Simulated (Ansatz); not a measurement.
## Ladder of methods for the bulk modulus B0 of L1₂ (Cu3Au-type) Al3Sc

Reference value: 91.5 ± 1 GPa (measured, 298 K, not corrected to a static lattice, polycrystal; as tabulated in A Combined Experimental and First-Principles Based Assessment of …).

Q: Put these levels in order of the bulk modulus B0 that they give for L1₂ (Cu3Au-type) Al3Sc, smallest first: BLYP (Ansatz, a first-principles code), PBEsol (Ansatz), PBEsol-D3(BJ) (Ansatz).

A: BLYP (74.3 GPa), PBEsol (91.7 GPa), PBEsol-D3(BJ) (99.5 GPa)

Unless a cell is named, each level is at its own relaxed cell (BLYP 17.89, PBEsol 16.88, PBEsol-D3(BJ) 16.23 Å³/atom).

Differences against the reference: BLYP -18.8 %, PBEsol +0.2 %, PBEsol-D3(BJ) +8.7 %.

The reference isn't brought to a static lattice, while the calculations are for one, so the differences are not the levels' errors alone. A static lattice is as a rule stiffer than a warm one, by over a tenth in soft solids.  Each level is taken at its own relaxed cell. Ansatz's density-functional and Hartree–Fock values are scalar-relativistic unless marked +SOC, with PAW data made under PBE.

Differences are worked out from the printed values.
